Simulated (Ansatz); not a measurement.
Input and output of a self-consistent single point for Cl2 (Cmce, 4 atoms in the cell) (Ansatz, a quantum-chemistry and plane-wave program).

Method: PBE, PAW files (plane waves; Ansatz).

The change in words: lattice scaled by 0.98. Reference geometry:
```
CELL_PARAMETERS angstrom
      3.23254    -2.03751     0.00000
      3.23254     2.03751     0.00000
      0.00000     0.00000     8.32090
ATOMIC_POSITIONS crystal
  Cl 0.88548 0.11452 0.60475
  Cl 0.11452 0.88548 0.39525
  Cl 0.61452 0.38548 0.10475
  Cl 0.38548 0.61452 0.89525
```

Reference input (self-consistent single point, DFT, PBE, plane waves, PAW files): basis.ecutwfc = 420 eV; kpoints.mp_grid.grid = 9 9 4; hamiltonian.xc = pbe; hamiltonian.pseudopotentials = {kind: paw} (the program's default PAW files); scf.occupations.method = fermi_dirac; scf.occupations.width = 0.05 eV. This run's input differs from it in these lines:

```diff
@@ -2,5 +2,5 @@
   lattice:
-    - [3.23254200, -2.03751300, 0.00000000]
-    - [3.23254200, 2.03751300, 0.00000000]
-    - [0.00000000, 0.00000000, 8.32089700]
+    - [3.16789100, -1.99676300, 0.00000000]
+    - [3.16789100, 1.99676300, 0.00000000]
+    - [0.00000000, 0.00000000, 8.15447900]
   atoms:
```

Log, with long lists cut:

```
SCF iter   1: F=—  HF=-4318.149879 eV  |F-HF|=—  |Δ(HF+E_count)|=         —  Δρ=4.93e-2  dr2=1.29e0  ethr=3.10e-3  ⟨swp⟩=7.5  Hψ=9017  notcnv=0
all-band conjugate gradients solve this SCF's bands
preconditioner: auto → Resta (q_TF=auto, 2.195 Å⁻¹)
SCF iter   2: F=—  HF=-4317.801199 eV  |F-HF|=—  |Δ(HF+E_count)|=   3.49e-1  Δρ=2.49e-2  dr2=3.39e-1  ethr=3.10e-3  ⟨swp⟩=2.0  Hψ=2106  notcnv=0
SCF iter   3: F=—  HF=-4317.703332 eV  |F-HF|=—  |Δ(HF+E_count)|=   9.79e-2  Δρ=1.92e-3  dr2=2.05e-3  ethr=1.21e-3  ⟨swp⟩=2.8  Hψ=2787  notcnv=0
SCF iter   4: F=—  HF=-4317.704292 eV  |F-HF|=—  |Δ(HF+E_count)|=   9.60e-4  Δρ=6.19e-4  dr2=3.09e-4  ethr=7.31e-6  ⟨swp⟩=2.1  Hψ=2925  notcnv=0
SCF iter   5: F=—  HF=-4317.704606 eV  |F-HF|=—  |Δ(HF+E_count)|=   3.14e-4  Δρ=1.14e-4  dr2=1.12e-5  ethr=1.11e-6  ⟨swp⟩=2.5  Hψ=2303  notcnv=0
SCF iter   6: F=—  HF=-4317.704599 eV  |F-HF|=—  |Δ(HF+E_count)|=   7.42e-6  Δρ=2.49e-5  dr2=6.06e-7  ethr=4.00e-8  ⟨swp⟩=2.1  Hψ=2302  notcnv=0
SCF iter   7: F=-4317.704599 eV  HF=-4317.704599 eV  |F-HF|=9.08e-9  |Δ(HF+E_count)|=   6.88e-7  Δρ=8.46e-6  dr2=5.96e-8  ethr=3.57e-10  ⟨swp⟩=8.6  Hψ=7476  notcnv=0
SCF 1 converged in 7 iterations: F = -4317.704599 eV  dr2 = 5.96e-8
Free energy (F): -4317.704599 eV
Internal energy: -4317.704599 eV  (E = F + TS)
E sigma→0 (E₀):  -4317.704599 eV
Fermi energy:    3.035950 eV
--- Forces (eV/Å), atoms counted from 1 ---
  atom   1  Cl     0.00000000     0.82775460     1.51104678
  atom   2  Cl     0.00000000    -0.82775460    -1.51104678
  atom   3  Cl     0.00000000    -0.82775460     1.51104678
  atom   4  Cl     0.00000000     0.82775460    -1.51104678
--- Stress (GPa, compression-positive) ---
        1.902126       0.000000      -0.000000
        0.000000       4.255326       0.000000
       -0.000000       0.000000       9.897753
  P = ⅓ Tr σ = 5.3517 GPa (53.517 kbar)
  The stress holds the Pulay correction. Without it, at fixed plane waves, as pw.x and ABINIT print it: P = 5.3459 GPa
```

The run converged in 7 iterations. Against the reference run the free energy rises by 40.0 meV/atom, the pressure goes from 2.73 to 5.35 GPa, the largest force goes from 0.846 to 1.723 eV/Å and the gap on the mesh goes from 2.362 to 2.577 eV.

The starting cell comes from a database of computed structures (which also holds hypothetical and non-ambient phases and stackings), without a prior relaxation at this level. Its lattice was rescaled by a random factor within 2.5 % of one. For this run, on top of that: lattice scaled by 0.98. With a pressure of about 5 GPa the cell is away from its equilibrium volume at this level. Forces in this geometry exceed 1 eV/Å. Ansatz's pressure includes its estimate of the finite-basis (Pulay) stress.

Keys are those of Ansatz 0.2.
